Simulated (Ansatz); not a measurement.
Base system: HgSe in the zinc blende structure (space group F-43m, No. 216; a = 6.0630 Å). Axes: x, y, z lie along the cube axes.

Level of theory: Ansatz (a first-principles code) LDA, scalar-relativistic without spin-orbit coupling.

Base values:

| Property | Value |
|---|---|
| Shortest interatomic distance | 2.625 Å |
| Band gap | zero |

Now apply this change: tensor shear ε_xy = +1.71 % (engineering shear γ = 0.0342), atoms relaxed at fixed cell.

Q: Predict the new energy relative to the base.

A: The energy grows by 2.4 meV/atom.

Q: What does the calculation give for the largest internal atomic displacement after the change?

A: The largest internal atomic displacement comes out as 0.026 Å.

Q: What does the calculation give for the shortest interatomic distance after the change?

A: The shortest interatomic distance stays essentially unchanged (2.625 Å against 2.626 Å).

Q: Estimate the effect on the band gap.

A: The band gap stays zero.

With Hg present, leaving out spin-orbit coupling can change the band edges. The cells carry an imposed strain or load. Stability against distortions was not tested. The final runs are not spin-polarised. Gaps under 0.05 eV, about the width of the smearing, are given as zero. The zero or small gap of HgSe can change with the level of theory.
